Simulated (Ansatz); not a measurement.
The parent structure is SnSe$_{2}$ in the CdI2 type structure (space group P-3m1, No. 164; a = 3.840 Å, c = 6.006 Å; layered, stacked along the Cartesian z axis). Axes: x lies along a and z along c of the hexagonal cell.

Computed with PBE-D3(BJ) (Ansatz, a program for electronic structure; PAW; 420 eV plane waves; no SOC).

The change: the cell is scaled by 0.9886 in all directions, atoms relaxed at fixed cell.

Task: Predict the stress tensor and what it implies for the stiffness.

Result: Stress of the strained cell less that of the base (GPa, compression positive):
```
   1.84    0.00    0.00
   0.00    1.84    0.00
   0.00    0.00    0.88
```

Then B = −ΔP/(ΔV/V₀) with ΔV/V₀ = -0.0338 gives secant stiffness values (nonlinear terms included at this strain): B (at held cell shape, above the free-shape value) ≈ 45 GPa.

Stability against distortions was not tested.
